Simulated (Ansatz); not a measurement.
YSi (model structure, from the WC type, P-6m2, No. 187) was calculated with PBE0 (plane waves, PAW; Ansatz, a first-principles code).

The input as run:

Ansatz 0.2 input:
```yaml
crystal:
  lattice:
    - [3.7494633674, 0.0, 0.0]
    - [-1.8747316837, 3.2471305267, 0.0]
    - [0.0, 0.0, 4.0593902298]
  atoms:
    - { symbol: Y, position: [0.0, 0.0, 0.0] }
    - { symbol: Si, position: [0.6666666667, 0.3333333333, 0.5] }
kpoints:
  mp_grid: { grid: [12, 12, 6] }
hamiltonian:
  xc: pbe0
  pseudopotentials: { kind: paw }
  dispersion: none
scf:
  occupations: { method: fermi_dirac, width: 0.05 }
output:
  forces: true
  stress: true
  eigenvalues: true
basis:
  ecutwfc: 500
  ecutrho_ratio: 4
  xc_grid: 2
magnetization:
  spin_polarized: false
```

**Question.** How many irreducible k-points, plane waves at Γ does the program set up, and what pressure does the run end with?

**Answer.** 76 irreducible k-points, 1251 plane waves at Γ; P = -0.61 GPa, so the cell is stretched and would shrink at this level.

From the output:

```
WARN output.stress: scf.convergence.dr2_threshold = 1e-7 eV (the SCF's general default) is looser than the 2e-10 eV advised for a printed stress (1e-10 eV for …
WARN output.stress: scf.exx.energy_threshold = 1e-6 eV is looser than the 2e-8 eV advised for a stress under a hybrid functional (1e-8 eV for each atom of the …
Crystal: 2 atoms, lattice volume = 49.423 Å³
Basis set: ecut = 500 eV, 1251 PW (Γ), exchange–correlation on 60×60×60 points (8 copies of the dense FFT grid, shifted against one another)
Bands: 12, of which v1, the nominal top of the filled ones, is band 8 counted from 1 (7 counted from 0)
Symmetry: 12 space group operations
Space group: P-6m2 (ITA 187), of the structure as read, at distance tolerance 3.7e-5 Å
k-points: 76 of 864 (time reversal used)
Functional: x = pbe(κ = 0.804, μ = 0.2195149727645171), c = pbe(β = 0.06672455060314922), warm-up for x = 0.75 pbe(κ = 0.804, μ = 0.2195149727645171) + 0.25 exact, c = pbe(β = 0.06672455060314922)
SCF iter   1: F=—  HF=-4485.042831 eV  |F-HF|=—  |Δ(HF+E_count)|=         —  Δρ=2.40e-3  dr2=3.45e-3
SCF iter   2: F=—  HF=-4485.042962 eV  |F-HF|=—  |Δ(HF+E_count)|=   1.31e-4  Δρ=1.49e-3  dr2=1.37e-3
  ...
SCF 1 converged in 8 iterations: F = -4485.042952 eV  dr2 = 7.29e-12
Crystal: 2 atoms, lattice volume = 49.423 Å³
Initial density: handed on by an earlier stage of this run
  ...
SCF 2 converged in 6 iterations: F = -4487.748522 eV  dr2 = 8.03e-9
Crystal: 2 atoms, lattice volume = 49.423 Å³
SCF 3 converged in 5 iterations: F = -4487.762963 eV  dr2 = 1.13e-9
Crystal: 2 atoms, lattice volume = 49.423 Å³
SCF 4 converged in 4 iterations: F = -4487.764500 eV  dr2 = 1.55e-9
Crystal: 2 atoms, lattice volume = 49.423 Å³
SCF 5 converged in 4 iterations: F = -4487.765499 eV  dr2 = 8.67e-10
Crystal: 2 atoms, lattice volume = 49.423 Å³
SCF 6 converged in 4 iterations: F = -4487.766636 eV  dr2 = 1.10e-9
Crystal: 2 atoms, lattice volume = 49.423 Å³
SCF 7 converged in 5 iterations: F = -4487.768108 eV  dr2 = 1.58e-10
Crystal: 2 atoms, lattice volume = 49.423 Å³
Crystal: 2 atoms, lattice volume = 49.423 Å³
SCF 9 converged in 11 iterations: F = -4487.769112 eV  dr2 = 3.68e-9
Crystal: 2 atoms, lattice volume = 49.423 Å³
SCF iter   1: F=—  HF=-4487.769112 eV  |F-HF|=—  |Δ(HF+E_count)|=         —  Δρ=1.86e-6  dr2=4.93e-9
SCF iter   2: F=-4487.769112 eV  HF=-4487.769112 eV  |F-HF|=2.73e-11  |Δ(HF+E_count)|=   1.92e-9  Δρ=2.62e-7  dr2=1.21e-10
SCF 10 converged in 2 iterations: F = -4487.769112 eV  dr2 = 1.21e-10
Free energy (F): -4487.769112 eV
Internal energy: -4487.765619 eV  (E = F + TS)
E sigma→0 (E₀):  -4487.767366 eV
Fermi energy:    8.746153 eV
--- Forces (eV/Å), atoms counted from 1 ---
  atom   1  Y      0.00000000    -0.00000000     0.00000000
  atom   2  Si    -0.00000000     0.00000000     0.00000000
--- Stress (GPa, compression-positive) ---
       -1.018492       0.000000       0.000000
       -0.000000      -1.018492       0.000000
        0.000000       0.000000       0.201168
  P = ⅓ Tr σ = -0.6119 GPa (-6.119 kbar)
```

The PAW data were made under PBE.

Note: hybrids on metals are sensitive to the k mesh and can open a false gap. Note: the cell keeps the symmetry of its start, so it can be a saddle point. Note: cell and atoms aren't relaxed at this level (pressure -0.6 GPa).

A model structure was made by putting elements into a prototype or built by hand; it is no filed structure, need not be a known phase, and can be a saddle point held by its symmetry.
